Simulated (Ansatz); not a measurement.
Consider TaAs (space group I4_1md, No. 109; a = 3.429 Å, c = 11.582 Å).

The values are results of Ansatz (a quantum-chemistry and plane-wave program), PBEsol, PAW, cutoff 420 eV, no SOC, not measurements.

Before the change:

```
Property                 Result
-------------------  ----------
c/a ratio                 3.378
Lattice parameter a  6.479 bohr
```

The change: full substitution As → Bi; the structure is relaxed again.

Problem. Predict the new c/a ratio and lattice parameter a.

Solution. The c/a ratio drops by 0.118, from 3.378 to 3.260; the lattice parameter a increases by 0.6982 bohr, from 6.479 bohr to 7.178 bohr.

Whether these cells are dynamically stable was not tested. As relaxed here, TaBi is a hypothetical phase, not in the database extracts checked. The final runs are not spin-polarised.
